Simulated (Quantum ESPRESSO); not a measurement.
Input and output of a self-consistent single point for Zr₂Al₃Zn (R-3m, 6 atoms in the cell) (Quantum ESPRESSO).

Method of the run: LDA (PZ), PSlibrary PAW (LDA) pseudopotentials (plane waves; Quantum ESPRESSO).

```yaml
crystal:
  lattice:
    - [2.66596, 1.53919, 4.26785]
    - [-2.66596, 1.53919, 4.26785]
    - [0.00000, -3.07839, 4.26785]
  atoms:
    - { symbol: Zr, position: [0.62451, 0.62451, 0.62451] }
    - { symbol: Zr, position: [0.37549, 0.37549, 0.37549] }
    - { symbol: Al, position: [0.00000, 0.50000, 0.00000] }
    - { symbol: Al, position: [0.00000, 0.00000, 0.50000] }
    - { symbol: Al, position: [0.50000, 0.00000, 0.00000] }
    - { symbol: Zn, position: [0.00000, 0.00000, 0.00000] }
```

Reference input (self-consistent single point, DFT, PBEsol, plane waves, PSlibrary PAW (PBE) pseudopotentials): ecutwfc = 55 Ry; ecutrho = 330 Ry; occupations = smearing; smearing = gauss; degauss = 0.0099958 Ry; input_dft = pbesol; K_POINTS = automatic 7 7 7 0 0 0; conv_thr = 1e-10 Ry; mixing_beta = 0.7. This run's input differs from it in these lines:

```diff
@@ -17,3 +17,2 @@
   degauss = 0.0099958
-  input_dft = 'pbesol'
 /
@@ -24,5 +23,5 @@
 ATOMIC_SPECIES
-Zr    91.2240  Zr.pbe-spn-kjpaw_psl.1.0.0.UPF
-Al    26.9815  Al.pbe-n-kjpaw_psl.1.0.0.UPF
-Zn    65.3800  Zn.pbe-dn-kjpaw_psl.1.0.0.UPF
+Zr    91.2240  Zr.pz-spn-kjpaw_psl.1.0.0.UPF
+Al    26.9815  Al.pz-n-kjpaw_psl.1.0.0.UPF
+Zn    65.3800  Zn.pz-dn-kjpaw_psl.1.0.0.UPF
 CELL_PARAMETERS angstrom
```

The program printed (abridged):

```
     Self-consistent Calculation

     iteration #  1     ecut=    55.00 Ry     beta= 0.70

     Threshold (ethr) on eigenvalues was too large:
     Diagonalizing with lowered threshold

     total energy              =    -949.98155967 Ry
     estimated scf accuracy    <       0.05939756 Ry

     iteration #  2     ecut=    55.00 Ry     beta= 0.70

     total energy              =    -949.98615895 Ry
     estimated scf accuracy    <       0.02921373 Ry

     iteration #  3     ecut=    55.00 Ry     beta= 0.70

     total energy              =    -949.99426498 Ry
     estimated scf accuracy    <       0.00373401 Ry

   [... 7 blocks of this kind left out ...]

     iteration # 11     ecut=    55.00 Ry     beta= 0.70

     total energy              =    -949.99488966 Ry
     estimated scf accuracy    <          2.6E-10 Ry

     iteration # 12     ecut=    55.00 Ry     beta= 0.70
     End of self-consistent calculation

     the Fermi energy is    11.0954 ev

!    total energy              =    -949.99488966 Ry
     estimated scf accuracy    <          5.0E-12 Ry
     smearing contrib. (-TS)   =      -0.00198506 Ry
     internal energy E=F+TS    =    -949.99290460 Ry

     convergence has been achieved in  12 iterations

     Forces acting on atoms (cartesian axes, Ry/au):

     atom    1 type  1   force =     0.00000000    0.00000000   -0.00158085
     atom    2 type  1   force =     0.00000000    0.00000000    0.00158085
     atom    3 type  2   force =     0.00000000    0.00000000   -0.00000000
     atom    4 type  2   force =    -0.00000000    0.00000000    0.00000000
     atom    5 type  2   force =    -0.00000000    0.00000000    0.00000000
     atom    6 type  3   force =    -0.00000000   -0.00000000    0.00000000

     Total force =     0.002236     Total SCF correction =     0.000001

          total   stress  (Ry/bohr**3)                   (kbar)     P=      -68.28
  -0.00045554  -0.00000000   0.00000000          -67.01       -0.00        0.00
   0.00000000  -0.00045554   0.00000000            0.00      -67.01        0.00
  -0.00000000   0.00000000  -0.00048139           -0.00        0.00      -70.82

   JOB DONE.
```

The run converged in 12 iterations. Against the reference run the pressure goes from -3.78 to -6.83 GPa and the largest force moves little (0.040 to 0.041 eV/Å). The full log also holds: “c_bands:  1 eigenvalues not converged”.

The starting cell comes from a database of computed structures (which also holds hypothetical and non-ambient phases and stackings), without a prior relaxation at this level. Its lattice was rescaled by a random factor within 2.5 % of one. With a pressure of about -7 GPa the cell is away from its equilibrium volume at this level.

Cost on one core of a shared machine: roughly 5 min.
